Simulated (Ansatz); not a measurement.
Pressure series in ScAl3

Start from ScAl3 in the Cu3Au type structure (space group Pm-3m, No. 221; a = 4.106 Å).

Cell and atoms are relaxed at each pressure.

Method: PBE, PAW, 420 eV (Ansatz, a quantum-chemistry and plane-wave program; no spin-orbit coupling).

Two rows of this table had their results exchanged by mistake.

```json
[
 {"pressure": "pressure −2 GPa", "volume per atom (Å³)": "16.13", "shortest distance (Å)": "2.836", "band gap": "zero"},
 {"pressure": "pressure −1 GPa", "volume per atom (Å³)": "17.51", "shortest distance (Å)": "2.915", "band gap": "zero"},
 {"pressure": "pressure 3 GPa", "volume per atom (Å³)": "16.75", "shortest distance (Å)": "2.872", "band gap": "zero"},
 {"pressure": "pressure 7 GPa", "volume per atom (Å³)": "17.73", "shortest distance (Å)": "2.927", "band gap": "zero"},
 {"pressure": "pressure 15 GPa", "volume per atom (Å³)": "15.16", "shortest distance (Å)": "2.778", "band gap": "zero"},
 {"pressure": "pressure 30 GPa", "volume per atom (Å³)": "13.86", "shortest distance (Å)": "2.696", "band gap": "zero"},
 {"pressure": "pressure 50 GPa", "volume per atom (Å³)": "12.68", "shortest distance (Å)": "2.617", "band gap": "zero"},
 {"pressure": "pressure 75 GPa", "volume per atom (Å³)": "11.64", "shortest distance (Å)": "2.544", "band gap": "zero"},
 {"pressure": "pressure 100 GPa", "volume per atom (Å³)": "10.87", "shortest distance (Å)": "2.487", "band gap": "zero"}
]
```

Question: Which two?

Answer: The rows for pressure −2 GPa and pressure 7 GPa: the volume has to fall steadily with pressure, so 17.73 Å³ belongs to pressure −2 GPa and 16.13 Å³ to pressure 7 GPa.

Load acts through the strain it causes; cell and atoms are relaxed under it. Stability against distortions was not tested. Competing high-pressure phases were not computed. The final runs are not spin-polarised.
